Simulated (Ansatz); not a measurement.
The parent structure is CaSe in the rock salt structure (space group Fm-3m, No. 225).

```xyz
2
Lattice="0.0000 2.9343 2.9343 2.9343 0.0000 2.9343 2.9343 2.9343 0.0000" Properties=species:S:1:pos:R:3 pbc="T T T"
Ca     0.0000     0.0000     0.0000
Se     2.9343     2.9343     2.9343
```

Cartesian axes are those of the cell as printed.

Method: Kohn–Sham DFT with the PBEsol functional, run in Ansatz (a program for electronic structure) with PAW and 420 eV plane waves, no SOC.

Strains are applied to the cell and any free atomic positions relax; under biaxial strain the out-of-plane vector relaxes too.

One change was made to it. Results:

The energy goes up by 4.4 meV/atom; the volume per atom goes up by 0.64 Å³ to 25.90 Å³; the pressure (mean of the normal stresses, compression positive) goes from zero to -1.19 GPa.

Q: What was done to the base?
A) biaxial strain +2.50 %, plane normal [001], relaxed out of plane
B) biaxial strain +3.00 %, plane normal [001], relaxed out of plane
C) biaxial strain −2.00 %, plane normal [001], relaxed out of plane
D) biaxial strain +1.50 %, plane normal [001], relaxed out of plane
E) biaxial strain −3.00 %, plane normal [001], relaxed out of plane

A: D, biaxial strain +1.50 %, plane normal [001], relaxed out of plane. For comparison, the energy relative to the base in the other runs: biaxial strain −3.00 %, plane normal [001], relaxed out of plane gives +21 meV/atom; biaxial strain −2.00 %, plane normal [001], relaxed out of plane gives +8.9 meV/atom; biaxial strain +3.00 %, plane normal [001], relaxed out of plane gives +17 meV/atom; biaxial strain +2.50 %, plane normal [001], relaxed out of plane gives +12 meV/atom.

Whether these cells are dynamically stable was not tested.
